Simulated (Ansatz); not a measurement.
Levels about the gap of amorphous Al$_{28}$O$_{44}$Ti (73 atoms in a cell of 807 Å³, 3.10 g/cm³; zone centre alone, so wide bands show as single levels with stretches between that a denser mesh fills), at the geometry that PBE relaxed, where it gives 0.1 GPa on a denser mesh. The participation number counts the atoms over which a state spreads; weights are charges in smoothed Voronoi cells. The levels come from a single point, so bond lengths are those of that geometry. Method of the levels: PBE, scalar-relativistic without spin-orbit coupling (Ansatz, a program for electronic structure). Sampling: the zone centre alone; Fermi-Dirac width 0.02 eV; no spin polarisation. At PBE the levels at the filled edge of the gap are localised (band-tail or defect states), and the nearest spread-out levels lie 4.1 eV apart at the zone centre.

It comes from a melt-quench run on a machine-learned potential (CHGNet), relaxed afterwards by DFT. O atoms were pushed apart under 1.9 Å during the dynamics, to hinder bonds among them. The hot cell started wider than the set density and was brought back towards it in steps. It is the lowest in DFT energy of 2 quenches. It is a model cell: composition and starting density were chosen by hand, and all elements were melted together. No dispersion term was used. Its density started from a set value of 3.12 and ended at 3.10 g/cm³. The quench (nominally 410 K/ps over its main leg) was far faster than any real one, so the model tends to hold more defects than a real film. One small periodic cell is one sample of the glass; other quenches scatter about these values. Volume and shape were free in the relaxation.

| E - E(highest filled), eV | filling | participation number | largest on | weight O | weight Ti | weight Al |
|---|---|---|---|---|---|---|
| -0.82 | filled | 6.9 | O, 3 neighbours | 0.95 | 0.00 | 0.05 |
| -0.76 | filled | 18.9 | O, 3 neighbours | 0.94 | 0.00 | 0.05 |
| -0.69 | filled | 11.5 | O, 2 neighbours | 0.94 | 0.01 | 0.05 |
| -0.55 | filled | 4.8 | O, 2 neighbours | 0.94 | 0.01 | 0.05 |
| -0.39 | filled | 3.6 | O, 3 neighbours | 0.95 | 0.01 | 0.04 |
| -0.22 | filled | 4.7 | O, 3 neighbours | 0.94 | 0.01 | 0.05 |
| 0.00 | filled | 3.3 | O, 2 neighbours | 0.95 | 0.00 | 0.04 |
| 3.38 | empty | 42.5 | Ti, 5 neighbours | 0.56 | 0.10 | 0.33 |
| 3.61 | empty | 2.3 | Ti, 5 neighbours | 0.27 | 0.65 | 0.08 |
| 3.70 | empty | 1.9 | Ti, 5 neighbours | 0.23 | 0.72 | 0.05 |
| 4.25 | empty | 2.0 | Ti, 5 neighbours | 0.26 | 0.69 | 0.04 |
| 4.76 | empty | 2.4 | Ti, 5 neighbours | 0.30 | 0.63 | 0.06 |
| 5.31 | empty | 4.9 | Ti, 5 neighbours | 0.39 | 0.44 | 0.17 |
| 5.37 | empty | 31.1 | Al, 5 neighbours | 0.59 | 0.03 | 0.37 |

Most localised among these is the empty level at +3.70 eV, on a Ti atom, which has 5 neighbours (O 1.74 Å, O 1.83 Å, O 1.88 Å, O 1.92 Å, Al 2.77 Å).
